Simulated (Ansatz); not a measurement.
Cell and atoms of amorphous Si24O24S24:

```yaml
crystal:
  lattice:
    - [11.30556, 0.00000, 0.00000]
    - [0.00000, 11.30556, 0.00000]
    - [0.00000, 0.00000, 11.30556]
  atoms:
    - { symbol: Si, position: [0.72212, 0.43170, 0.39555] }
    - { symbol: Si, position: [0.04919, 0.79121, 0.35849] }
    - { symbol: Si, position: [0.94854, 0.55944, 0.45989] }
    - { symbol: Si, position: [0.20306, 0.21963, 0.45581] }
    - { symbol: Si, position: [0.30262, 0.28306, 0.23095] }
    - { symbol: Si, position: [0.08446, 0.52704, 0.69107] }
    - { symbol: Si, position: [0.71034, 0.23381, 0.49499] }
    - { symbol: Si, position: [0.16590, 0.95716, 0.52458] }
    - { symbol: Si, position: [0.25536, 0.85602, 0.78387] }
    - { symbol: Si, position: [0.61004, 0.57643, 0.88536] }
    - { symbol: Si, position: [0.70480, 0.04743, 0.70369] }
    - { symbol: Si, position: [0.42047, 0.13807, 0.72856] }
    - { symbol: Si, position: [0.26567, 0.64852, 0.26123] }
    - { symbol: Si, position: [0.31893, 0.60675, 0.60308] }
    - { symbol: Si, position: [0.07679, 0.37354, 0.29757] }
    - { symbol: Si, position: [0.86509, 0.04624, 0.95778] }
    - { symbol: Si, position: [0.04504, 0.19645, 0.11370] }
    - { symbol: Si, position: [0.28390, 0.36413, 0.67348] }
    - { symbol: Si, position: [0.52218, 0.04196, 0.49634] }
    - { symbol: Si, position: [0.56190, 0.34598, 0.13780] }
    - { symbol: Si, position: [0.18571, 0.65963, 0.95073] }
    - { symbol: Si, position: [0.65452, 0.80312, 0.07524] }
    - { symbol: Si, position: [0.44857, 0.65815, 0.98807] }
    - { symbol: Si, position: [0.90218, 0.92742, 0.18178] }
    - { symbol: O, position: [0.17573, 0.61547, 0.62065] }
    - { symbol: O, position: [0.97676, 0.51095, 0.59443] }
    - { symbol: O, position: [0.01159, 0.32488, 0.17708] }
    - { symbol: O, position: [0.91405, 0.93276, 0.03811] }
    - { symbol: O, position: [0.20232, 0.79983, 0.90909] }
    - { symbol: O, position: [0.17094, 0.10025, 0.52818] }
    - { symbol: O, position: [0.43073, 0.11235, 0.58655] }
    - { symbol: O, position: [0.79013, 0.30006, 0.39118] }
    - { symbol: O, position: [0.96848, 0.81480, 0.24105] }
    - { symbol: O, position: [0.15257, 0.40247, 0.72328] }
    - { symbol: O, position: [0.34774, 0.26178, 0.75111] }
    - { symbol: O, position: [0.29677, 0.19767, 0.34815] }
    - { symbol: O, position: [0.61790, 0.13585, 0.44097] }
    - { symbol: O, position: [0.26319, 0.31668, 0.54056] }
    - { symbol: O, position: [0.43543, 0.32919, 0.20785] }
    - { symbol: O, position: [0.36540, 0.48382, 0.66742] }
    - { symbol: O, position: [0.98214, 0.69855, 0.44562] }
    - { symbol: O, position: [0.32093, 0.60850, 0.93482] }
    - { symbol: O, position: [0.80864, 0.54132, 0.43376] }
    - { symbol: O, position: [0.02112, 0.49218, 0.35369] }
    - { symbol: O, position: [0.18229, 0.74949, 0.32291] }
    - { symbol: O, position: [0.07951, 0.27293, 0.40184] }
    - { symbol: O, position: [0.06640, 0.91616, 0.42804] }
    - { symbol: O, position: [0.21626, 0.39722, 0.26086] }
    - { symbol: S, position: [0.23408, 0.18562, 0.08589] }
    - { symbol: S, position: [0.74836, 0.66095, 0.01592] }
    - { symbol: S, position: [0.71352, 0.90746, 0.21818] }
    - { symbol: S, position: [0.55790, 0.39856, 0.95920] }
    - { symbol: S, position: [0.02878, 0.59794, 0.85650] }
    - { symbol: S, position: [0.33629, 0.87723, 0.49382] }
    - { symbol: S, position: [0.12973, 0.60915, 0.12205] }
    - { symbol: S, position: [0.42665, 0.96284, 0.35581] }
    - { symbol: S, position: [0.09897, 0.88194, 0.68275] }
    - { symbol: S, position: [0.36433, 0.57680, 0.41958] }
    - { symbol: S, position: [0.80242, 0.93550, 0.81969] }
    - { symbol: S, position: [0.32626, 0.01984, 0.84437] }
    - { symbol: S, position: [0.39621, 0.74460, 0.71348] }
    - { symbol: S, position: [0.49821, 0.85964, 0.99893] }
    - { symbol: S, position: [0.83304, 0.15386, 0.61277] }
    - { symbol: S, position: [0.00868, 0.16660, 0.92826] }
    - { symbol: S, position: [0.61069, 0.38827, 0.54201] }
    - { symbol: S, position: [0.62230, 0.91576, 0.59635] }
    - { symbol: S, position: [0.61871, 0.16400, 0.13347] }
    - { symbol: S, position: [0.59296, 0.16816, 0.79734] }
    - { symbol: S, position: [0.66861, 0.47806, 0.22328] }
    - { symbol: S, position: [0.96985, 0.08601, 0.25215] }
    - { symbol: S, position: [0.43466, 0.65428, 0.18229] }
    - { symbol: S, position: [0.77300, 0.19371, 0.03322] }
```

Methods: PBE, scalar-relativistic without spin-orbit coupling (Ansatz, an electronic-structure program); r2SCAN, scalar-relativistic without spin-orbit coupling (Ansatz); HSE06, scalar-relativistic without spin-orbit coupling (Ansatz). Neutral PBE cell, which sets geometry, pressure and energy: sampling: a 2×2×2 Γ-centred mesh; Fermi-Dirac width 0.02 eV; no spin polarisation. Exact exchange is cut at the faces of this 11 Å cell, which leaves hybrid gaps a finite-size error.

A CHGNet melt-quench gave the starting glass, which DFT then relaxed. O atoms were pushed apart under 1.9 Å during the dynamics, to hinder bonds among them. The hot cell started wider than the set density and was brought back towards it in steps. It is the lowest in DFT energy of 2 quenches. It is a model cell: composition and starting density were chosen by hand, and all elements were melted together. No dispersion term was used. Its density started from a set value of 2.10 and ended at 2.10 g/cm³. The simulated quench (nominally 400 K/ps over its main leg) is rapid and tends to freeze in more defects than a deposited or slowly cooled glass has. One small periodic cell is one sample of the glass; other quenches scatter about these values. The volume was held where the preparation left it.

Question: Give the pressure, the energy against reference phases and the spacing of the highest filled and lowest empty levels.

Answer: 
```json
{
 "Pressure on a 2×2×2 Γ-centred mesh": "1.74 GPa",
 "Largest force and stress component on that mesh (the relaxation ran on the zone centre alone)": "0.06 eV/Å and 2.5 GPa",
 "Energy relative to SiS2 (Ibam) + alpha cristobalite (lowest mix at this level among the phases computed, not always the ambient ones)": "20.9 kJ/mol of atoms",
 "Level gap on a 2×2×2 Γ-centred mesh (PBE)": "1.47 eV",
 "Level gap at the zone centre (PBE)": "1.52 eV",
 "Level gap at the zone centre (r2SCAN)": "1.73 eV",
 "Level gap at the zone centre (HSE06)": "2.32 eV",
 "Distance between the nearest levels spread over more than a fifth of the atoms or a third of the atoms of their main element (six at least) (PBE, zone centre)": "2.32 eV"
}
```

Question: At PBE and the zone centre, how localised are the states just below and above the Fermi level (participation number: the atoms over which a state spreads)?

Answer: The highest filled state is spread over 5.3 atoms' worth, largest on Si10, with weights by element (charge in smoothed Voronoi cells) Si 0.55, S 0.41, O 0.04. The lowest empty state is spread over 12.0 atoms' worth, largest on Si22, with weights by element (charge in smoothed Voronoi cells) S 0.48, Si 0.46, O 0.06.

At PBE the levels at the filled edge of the gap are localised (band-tail or defect states), and the nearest spread-out levels lie 2.3 eV apart at the zone centre.

Neighbours within Si-Si 2.60 Å, Si-O 1.90 Å, Si-S 2.53 Å, O-O 1.58 Å, O-S 2.05 Å, S-S 2.46 Å count as bonded. Two cations that share two anions don't count as bonded, nor two that share one unless they lie closer than Si-Si 2.38 Å, Si-S 2.31 Å, S-S 2.25 Å.

A PBE run started with 1 μB on atoms that lack a bond or may hold spare charge lost its moments; other starts weren't tried.
